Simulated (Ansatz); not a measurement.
Start from Cu in the fcc (Cu type) structure (space group Fm-3m, No. 225; a = 3.564 Å). Axes: x, y, z lie along the cube axes.

Computed with Ansatz (a program for electronic structure) PBEsol, no SOC.

For the base:

The pressure is 0.0 GPa.

Now apply this change: the cell is compressed by 0.54 % along z with no lateral relaxation; the atoms relax in the strained cell.

Problem. Predict the new energy relative to the base.

Solution. The energy is nearly the same.

Problem. Predict the new pressure.

Solution. The pressure (mean of the normal stresses, compression positive) goes from zero to 0.9 GPa.

Without a gap, meshes like the base's 22×22×22 leave anisotropic stresses uncertain by several tenths of a GPa, and small strain energies with them. Stability against distortions was not tested. The final runs are not spin-polarised.
